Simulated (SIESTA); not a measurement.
**Input and output of a self-consistent single point for Mo2N (I4_1/amd, 6 atoms in the cell) (SIESTA)**

Level of theory: SIESTA 5.4.2 with LDA PW92, numerical atomic orbitals TZP, PseudoDojo LDA standard norm-conserving potentials (rewritten from UPF to PSML).

The input file:

```
# files in the folder: Mo.psml N.psml (PseudoDojo LDA standard)
SystemName  Mo2N
SystemLabel mo2n

NumberOfAtoms                6
NumberOfSpecies              2
%block ChemicalSpeciesLabel
  1 42 Mo
  2 7 N
%endblock ChemicalSpeciesLabel
LatticeConstant              1.0 Bohr
%block LatticeVectors
    -4.060335471    4.060335471    7.585447592
     4.060335471   -4.060335471    7.585447592
     4.060335471    4.060335471   -7.585447592
%endblock LatticeVectors
AtomicCoordinatesFormat      Bohr
%block AtomicCoordinatesAndAtomicSpecies
     0.000000000    4.060335471    7.387619118  1
    -0.000000000    0.000000000    3.594895323  1
    -0.000000000    0.000000000   11.575999861  1
    -0.000000000    4.060335471    0.197828473  1
     4.060335471    0.000000000    3.792723796  2
     0.000000000    0.000000000    7.585447592  2
%endblock AtomicCoordinatesAndAtomicSpecies

XC.functional                LDA
XC.authors                   PW92
PAO.BasisSize                TZP
PAO.EnergyShift              0.005 Ry
MeshCutoff                   300 Ry
%block kgrid.MonkhorstPack
    7   0   0  0.0
    0   7   0  0.0
    0   0   7  0.0
%endblock kgrid.MonkhorstPack
OccupationFunction           FD
ElectronicTemperature        1160.45 K

MaxSCFIterations             150
SCF.Mixer.Method             Broyden
SCF.Mixer.Weight             0.25
SCF.Mixer.History            8
SCF.DM.Tolerance             1.0E-05
Diag.ParallelOverK           true
WriteForces                  true
Charge.Mulliken              end
```

Output, abridged:

```
reinit: Reading from file input.fdf

reinit: System Name: Mo2N
reinit: System Label: mo2n

coor:   Atomic-coordinates input format  =     Cartesian coordinates
coor:                                            (in Bohr units)

siesta: Atomic coordinates (Bohr) and species
siesta:      0.00000   4.06034   7.38762  1        1
siesta:     -0.00000   0.00000   3.59490  1        2
siesta:     -0.00000   0.00000  11.57600  1        3
siesta:     -0.00000   4.06034   0.19783  1        4
siesta:      4.06034   0.00000   3.79272  2        5
siesta:      0.00000   0.00000   7.58545  2        6

siesta: System type = bulk

initatomlists: Number of atoms, orbitals, and projectors:      6   134    88

siesta: ******************** Simulation parameters ****************************
redata: Spin configuration                          = none
redata: Time-Reversal Symmetry                      = T
redata: Number of Atomic Species                    =        2
redata: Mesh Cutoff                                 =   300.0000 Ry
redata: Net charge of the system                    =     0.0000 |e|
redata: Min. number of SCF Iter                     =        0
redata: Max. number of SCF Iter                     =      150
redata: SCF convergence failure will abort job
redata: SCF mix quantity                            = Hamiltonian
redata: Mix DM or H after convergence               =   F
redata: Recompute H after scf cycle                 =   F
redata: Mix DM in first SCF step                    =   T
redata: No kicks to SCF
redata: DM Mixing Weight for Kicks                  =     0.5000
redata: Require Harris convergence for SCF          =   F
redata: Harris energy tolerance for SCF             =     0.000100 eV
redata: Require DM convergence for SCF              =   T
redata: DM tolerance for SCF                        =     0.000010
redata: Require EDM convergence for SCF             =   F
   [... lines left out ...]
diag: Parallel distribution                         =     1 x     1
diag: Used triangular part                          = Lower
diag: Absolute tolerance                            =  0.100E-15
diag: Orthogonalization factor                      =  0.100E-05
diag: Memory factor                                 =  1.0000

superc: Internal auxiliary supercell:     7 x     7 x     7  =     343
superc: Number of atoms, orbitals, and projectors:   2058  45962  30184

                        Single-point calculation

superc: Internal auxiliary supercell:     7 x     7 x     7  =     343
superc: Number of atoms, orbitals, and projectors:   2058  45962  30184

outcell: Unit cell vectors (Ang):
       -2.148637    2.148637    4.014046
        2.148637   -2.148637    4.014046
        2.148637    2.148637   -4.014046

outcell: Cell vector modules (Ang)   :    5.034466    5.034466    5.034466
outcell: Cell angles (23,13,12) (deg):    129.4725    129.4725     74.2514
outcell: Cell volume (Ang**3)        :     74.1256
new_DM -- step:     1
Initializing Density Matrix...

Attempting to read DM from file... Failed...
DM filled with atomic data:

InitMesh: MESH = 48 x 48 x 36 = 82944
InitMesh: Mesh cutoff (required, used) =   300.000   314.316 Ry

stepf: Fermi-Dirac step function
        iscf     Eharris(eV)        E_KS(eV)     FreeEng(eV)     dDmax    Ef(eV) dHmax(eV)
   scf:    1    -8137.869640    -8206.050544    -8206.152827  1.053652 -2.873971 11.815282
   scf:    2    -8228.618391    -8222.370274    -8222.499210  0.309045 -3.605696  2.662323
   scf:    3    -8223.869586    -8223.186732    -8223.322505  0.116146 -3.907987  1.354170
   scf:    4    -8223.641076    -8223.490246    -8223.634076  0.111704 -4.261467  0.073804
   scf:    5    -8223.491237    -8223.491872    -8223.635885  0.018988 -4.284427  0.104120
   scf:    6    -8223.492568    -8223.492606    -8223.636681  0.003347 -4.285460  0.013911
   scf:    7    -8223.492514    -8223.492586    -8223.636712  0.001723 -4.289672  0.014284
   scf:    8    -8223.492622    -8223.492614    -8223.636733  0.000816 -4.289482  0.002868
   scf:    9    -8223.492616    -8223.492615    -8223.636734  0.000058 -4.289641  0.001016
   scf:   10    -8223.492619    -8223.492617    -8223.636734  0.000027 -4.289660  0.000227
   scf:   11    -8223.492619    -8223.492618    -8223.636734  0.000009 -4.289647  0.000195
SCF Convergence by DM+H criterion
max |DM_out - DM_in|         :     0.0000090540
max |H_out - H_in|      (eV) :     0.0001953684
SCF cycle converged after 11 iterations

Using DM_out to compute the final energy and forces

siesta: E_KS(eV) =            -8223.4926

siesta: E_KS - E_eggbox =     -8223.4926

siesta: Atomic forces (eV/Ang):
     1    0.000076   -0.000993    0.214477
     2   -0.000993    0.000076    0.214464
     3   -0.000076    0.000993   -0.214461
     4    0.000993   -0.000076   -0.214471
     5   -0.000302    0.000302   -0.000010
     6    0.000302   -0.000302    0.000001
   Tot    0.000000    0.000000   -0.000000
   Max    0.214477
   Res    0.101103    sqrt( Sum f_i^2 / 3N )
   Max    0.214477    constrained

Stress tensor Voigt[x,y,z,yz,xz,xy] (kbar):      179.31      179.31      176.68       -0.18       -0.18        0.45
(Free)E + p*V (eV/cell)    -8231.8920
Target enthalpy (eV/cell)    -8223.6367

siesta: Program's energy decomposition (eV):
siesta: Ebs     =     -1821.066185
siesta: Eions   =     14485.901671
siesta: Ena     =      3763.353156
siesta: Ekin    =      2796.619985
siesta: Enl     =       876.640614
siesta: Eso     =         0.000000
siesta: Edftu   =         0.000000
siesta: DEna    =       100.980447
siesta: DUscf   =         4.945282
siesta: DUext   =         0.000000
siesta: Ex      =     -1150.323479
siesta: Ec      =      -129.806952
siesta: Exc     =     -1280.130431
siesta: Eharris =     -8223.492619
siesta: Etot    =     -8223.492618
siesta: FreeEng =     -8223.636734

siesta: Atomic forces (eV/Ang):
siesta:      1    0.000076   -0.000993    0.214477
siesta:      2   -0.000993    0.000076    0.214464
siesta:      3   -0.000076    0.000993   -0.214461
siesta:      4    0.000993   -0.000076   -0.214471
siesta:      5   -0.000302    0.000302   -0.000010
siesta:      6    0.000302   -0.000302    0.000001
siesta: ----------------------------------------
siesta:    Tot    0.000000    0.000000   -0.000000

siesta: Stress tensor (static) (eV/Ang**3):
siesta:     0.111915    0.000283   -0.000110
siesta:     0.000283    0.111916   -0.000110
siesta:    -0.000110   -0.000110    0.110273

   [... lines left out ...]
siesta: Cell volume =         74.125637 Ang**3
siesta:        -178.43130693       -177.76343101  kBar
   [... lines left out ...]

              0.025
   3 13.741   1.867  -0.022   0.071   0.463   1.922   1.918   1.920   0.229
              0.285   0.336   0.958   0.835   0.821   0.905   0.973  -0.054

             -0.064   0.008  -0.088  -0.081   0.079   0.193  -0.070   0.312

              0.025
   4 13.741   1.867  -0.022   0.071   0.463   1.920   1.918   1.922   0.336
              0.285   0.229   0.958   0.905   0.821   0.835   0.973  -0.054

             -0.088   0.008  -0.064  -0.081   0.079   0.312  -0.070   0.193

              0.025

Species: N
Atom  Qatom  Qorb
               2s      2s      2s      2py     2pz     2px     2py     2pz
               2px     2py     2pz     2px     3Pdxy   3Pdyz   3Pdz2   3Pdxz
               3Pdx2-y2
   5  5.517   1.429  -0.242   0.426   0.661   0.593   0.661  -0.352  -0.256
             -0.352   0.953   0.893   0.953   0.042   0.037   0.017   0.037

              0.017
   6  5.517   1.429  -0.242   0.426   0.661   0.593   0.661  -0.352  -0.256
             -0.352   0.953   0.893   0.953   0.042   0.037   0.017   0.037

              0.017

mulliken: Qtot =       66.000

Mulliken Atomic Populations:
Atom #   charge [q] valence [e]  Species
     1     0.258678   13.741322  Mo
     2     0.258667   13.741333  Mo
     3     0.258669   13.741331  Mo
     4     0.258670   13.741330  Mo
     5    -0.517342    5.517342  N
     6    -0.517342    5.517342  N
 Total    -0.000000
```

The run converged in 11 iterations.

The starting cell comes from a database of computed structures (which also holds hypothetical and non-ambient phases and stackings), without a prior relaxation at this level. Its lattice was rescaled by a random factor within 2.5 % of one. Spin polarisation is off. Values carry the incompleteness of an atom-centred basis. With a pressure of about -18 GPa the cell is away from its equilibrium volume at this level.

Cost on one core of a shared machine: roughly 80 s.
